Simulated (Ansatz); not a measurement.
## Enthalpy of formation of GaP (model structure, from the CsCl type, Pm-3m, No. 221) at several levels of theory

No measured value is used here.

| level (code) | value (eV/atom) |
|---|---|
| PBE (Ansatz) | 0.325 |
| PBEsol (Ansatz) | 0.262 |
| PBE-D3(BJ) (Ansatz) | 0.261 |
| r²SCAN (Ansatz) | 0.460 |

PBE, PBEsol, PBE-D3(BJ), r²SCAN: an element's reference phase differs from the standard state of thermochemical tables. Each level is taken at its own relaxed cell. Ansatz's density-functional and Hartree–Fock values are scalar-relativistic unless marked +SOC, with PAW data made under PBE.

A model structure was made by putting elements into a prototype or built by hand; it is no filed structure, need not be a known phase, and can be a saddle point held by its symmetry.

Ansatz is a quantum-chemistry and plane-wave program.
